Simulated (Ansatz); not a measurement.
Structures of equal composition on the (000-1) surface of 4H silicon carbide (C plane on top): (√3x√3)R30° In adatom at H3; (√3x√3)R30° In adatom at T4. The slabs share one bottom face, and each structure is named by its start. These are constructed structures in small cells; real faces may alloy, dewet or reconstruct in larger ones, and not all known structures of the face are among them. Slabs of about 11 Å with all that they carry, Fermi-Dirac smearing of 0.025 eV. Bottom of the slabs: H caps. Relaxed from the named starts with such symmetry as they have, on meshes of like density; energies extrapolated to zero smearing; no spin-orbit coupling, no U. Spin-polarised runs, if any, are marked in brackets, and their order is one that fits the cell; the others ran without spin. Where a second, spin-polarised start was run, the lower counts.

Host crystal: 4H silicon carbide, with a band gap (PBE, scalar-relativistic without spin-orbit coupling).

Method: r2SCAN, at the PBE geometry (plane waves to 500 eV, PAW; Ansatz, a first-principles code).

Question: Rank these by energy per 1x1 cell (lowest first), as r2SCAN, at the PBE geometry gives it.

Answer: (√3x√3)R30° In adatom at H3 (0.000 eV, gap 0.72 eV on the mesh), (√3x√3)R30° In adatom at T4 (0.144 eV, gap 0.55 eV on the mesh)
